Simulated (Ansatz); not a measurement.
The parent structure is Hf in the hcp (Mg type) structure (space group P6_3/mmc, No. 194; a = 3.204 Å, c = 5.069 Å).

Structures relaxed with Kohn–Sham DFT with the PBE functional, run in Ansatz (an electronic-structure program) with PAW and 420 eV plane waves, without spin-orbit coupling.

Base:

Simulated powder pattern, Co Kα, λ = 1.79026 Å (kinematic, ideal powder, no thermal factors, no anomalous dispersion; the 10 strongest lines at most, above 2 %, up to 2θ = 90°):

```tsv
2θ (°)	I/Imax (%)	hkl
37.64	24	(100)
41.36	25	(002)
43.15	100	(101)
57.15	15	(102)
67.93	19	(110)
76.67	20	(103)
80.35	3.0	(200)
82.75	23	(112)
83.96	17	(201)
89.88	3.3	(004)
```

After one change:

Simulated powder pattern, Co Kα, λ = 1.79026 Å (kinematic, ideal powder, no thermal factors, no anomalous dispersion; the 10 strongest lines at most, above 2 %, up to 2θ = 90°):

| 2θ (°) | I/Imax (%) |
|---|---|
| 38.17 | 24 |
| 41.90 | 25 |
| 43.76 | 100 |
| 57.96 | 15 |
| 68.99 | 19 |
| 77.82 | 20 |
| 81.67 | 3.0 |
| 84.09 | 23 |
| 85.36 | 17 |

### Question
Name the change that was made.
A) pressure 4.5 GPa
B) pressure 30 GPa
C) pressure 0.9 GPa
D) pressure 15 GPa

### Answer
A, pressure 4.5 GPa. Its volume per atom is 21.67 Å³ against 22.54 Å³, and its space group is P6_3/mmc (No. 194).

Load acts through the strain it causes; cell and atoms are relaxed under it. Stability against distortions was not tested. Competing high-pressure phases were not computed. All final runs are without spin polarisation.
